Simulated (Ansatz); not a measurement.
Consider the following.

Host crystal: monoclinic HfO2, with a band gap (PBE, scalar-relativistic without spin-orbit coupling).

End structure of Pt on the 1x1 (100) surface of monoclinic HfO2 (cut with top plane 2 O), one in a 1x1 cell, started at the site 'top O':

```
CELL_PARAMETERS angstrom
      5.21201     0.00000     0.00000
      0.00000     5.35246     0.00000
      0.00000     0.00000    28.50000
ATOMIC_POSITIONS crystal
  O  0.18629 0.86339 0.33630
  O  0.31371 0.36339 0.33630
  Hf 0.07292 0.16028 0.37287
  Hf 0.42708 0.66028 0.37287
  O  0.73895 0.90072 0.39944
  O  0.76105 0.40072 0.39944
  O  0.24321 0.43921 0.42373
  O  0.25679 0.93921 0.42373
  Hf 0.55357 0.17504 0.45058
  Hf 0.94643 0.67504 0.45058
  O  0.66702 0.50181 0.48738
  O  0.83298 0.00181 0.48738
  O  0.16501 0.67522 0.51317
  O  0.33498 0.16971 0.51181
  Hf 0.04409 0.00332 0.54956
  Hf 0.44647 0.49856 0.54897
  O  0.73483 0.74038 0.57787
  O  0.75264 0.23804 0.58208
  O  0.23061 0.27551 0.59524
  O  0.24502 0.77432 0.60210
  Hf 0.54728 0.00946 0.62829
  Hf 0.94062 0.52424 0.63153
  O  0.63058 0.33972 0.66644
  O  0.80146 0.82483 0.66554
  Pt 0.29957 0.34920 0.69821
```

Model: 25-atom slab, 9.3 Å thick at the start under the adsorbate (thin: gaps and levels are the slab's own), 4x4x1 mesh, Fermi-Dirac 0.01 eV, dipole correction, 12 atoms held, the rest relaxed; no symmetry held; spin-polarised, no spin-orbit, no U, no dispersion correction. The starting moment vanished. At the end it is bonded to 2 Hf + O. In PBE this state lies 0.03 eV over the lowest of the starts that converged ('hollow O-O-O').

A negative adsorption energy means that the adsorbate is more stable on the surface than in its reference.

Q: What adsorption energy against an atom of fcc Pt does PBE in Ansatz (a first-principles code) give?

A: 2.55 eV

Q: What highest filled level below the top vacuum level does PBE give?

A: 5.78 eV

Q: What gap of the slab on its k-mesh does PBE give?

A: 1.24 eV

Q: Estimate the change of the step from the bottom to the top vacuum level, against the clean slab that PBE returns for this input.

A: -0.88 eV
